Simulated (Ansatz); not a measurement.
Consider AlAs in the wurtzite structure (space group P6_3mc, No. 186; a = 4.003 Å, c = 6.581 Å; a model cell, its experimental status unchecked).

The change: cell and atoms relaxed at a pressure of 60 GPa.

Levels (all Ansatz, an electronic-structure program, PAW, earlier PAW set): PBEsol (420 eV, no spin-orbit coupling); PBEsol+SOC (420 eV, with spin-orbit coupling).

The geometry is relaxed with PBEsol.

PBEsol valence-band top at Γ: 0.00, 0.00, -0.81 eV
PBEsol pressure: 60.00 GPa
PBEsol band gap: 0.52 eV
PBEsol gap character: indirect, Γ → K

With PBEsol+SOC at the same geometry, the valence-band top at Γ (three highest Kramers pairs, from the VBM) changes from 0.00, 0.00, -0.81 eV to 0.00, -0.21, -0.97 eV; the pressure is nearly the same (60.00 GPa against 59.97 GPa); the band gap shrinks by 0.12 eV, from 0.52 eV to 0.40 eV; the gap character stays indirect, Γ → K.

Single points use the geometry relaxed with PBEsol. Differences between runs with and without spin-orbit coupling are approximate. Load acts through the strain it causes; cell and atoms are relaxed under it. Stability against distortions was not tested. No other phases were tried under pressure. This is not the structure that AlAs has at room temperature and ambient pressure.
